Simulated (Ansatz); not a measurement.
Start from ZnO in the wurtzite structure (space group P6_3mc, No. 186).

```xyz
4
Lattice="3.2795 0.0000 0.0000 -1.6397 2.8401 0.0000 0.0000 0.0000 5.2937" Properties=species:S:1:pos:R:3 pbc="T T T"
Zn     0.0000     1.8934     0.0077
Zn     1.6397     0.9467     2.6546
O      0.0000     1.8934     2.0145
O      1.6397     0.9467     4.6613
```

Cartesian axes are those of the cell as printed.

The values are results of plane-wave PAW DFT at the PBE level (Ansatz, a quantum-chemistry and plane-wave program, 420 eV), spin-orbit coupling left out, not measurements.

One thing is altered: the cell is stretched by 0.60 % along z with no lateral relaxation; the atoms relax in the strained cell.

Question: Predict the stress tensor and what it implies for the stiffness.

Answer: Stress of the strained cell less that of the base (GPa, compression positive):
```
  -0.54    0.00    0.00
   0.00   -0.54    0.00
   0.00    0.00   -1.20
```

Then −Δσ_ii/ε with ε = 0.0060 gives relaxed-ion elastic constants: C33 ≈ 200 GPa, C13 ≈ 91 GPa and C23 ≈ 91 GPa.

Stability against distortions was not tested.
